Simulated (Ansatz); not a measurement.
Consider Mg₂Ge in the anti-fluorite structure (space group Fm-3m, No. 225; a = 6.421 Å).

Method: DFT with PBE, PAW potentials and a 420 eV plane-wave cutoff in Ansatz (an electronic-structure program), no spin-orbit coupling.

For the base:

The smallest direct gap comes out as 0.95 eV, the band gap is 0.17 eV and the electron mass is 0.55 mₑ along k, 0.19 mₑ across (at X).

Now apply this change: the cell is scaled by 0.9850 in all directions; the atoms relax in the strained cell.

**Question.** What happens to the smallest direct gap?

**Answer.** The smallest direct gap increases by 0.256 eV (0.95 eV → 1.20 eV).

**Question.** What happens to the band gap?

**Answer.** The band gap falls by 0.041 eV (0.17 eV → 0.12 eV).

**Question.** What does the calculation give for the electron mass after the change?

**Answer.** The electron mass becomes 0.55 mₑ along k, 0.18 mₑ across (at X) (base: 0.55 mₑ along k, 0.19 mₑ across (at X)).

Masses are band curvatures over ±0.01 Å⁻¹ around the edge. Along k means along the line from Γ to the band edge. Whether these cells are dynamically stable was not tested. A zero or small gap of Mg2Ge can be the functional's error rather than a property of the material.
